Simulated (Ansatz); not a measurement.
The starting structures come from a database of crystals and need not be the phases stable at ambient conditions.

Consider the following.

```xyz
7
Lattice="5.9414 0.0000 0.0000 2.9707 6.5520 0.0000 0.0000 2.6938 5.2956" Properties=species:S:1:pos:R:3 pbc="T T T"
Cd     0.0000     0.0000     0.0000
In     2.9707     1.3469     2.6478
In     2.9707     5.2964     3.9717
Se     4.5859     5.7749     1.9767
Se     1.4095     3.3777     3.1355
Se     7.2968     7.1905     4.7597
Se     4.5318     2.1485     0.7192
```

Space group of this cell: I-4. The cell is taken as given; by PBEsol its mean pressure is -1.0 GPa.

Transport runs along the normal of the first two printed cell vectors, the (101) plane of the conventional cell.

No gap correction and no spin-orbit coupling; mid-gap values are interpolated between computed energies.

Question: State the band gap and the smallest decay constant κ at mid-gap according to PBEsol (Ansatz, a program for electronic structure).

Answer: Gap 0.92 eV on a 6×6×6 mesh; κ = 0.080 1/Å, at the zone centre.
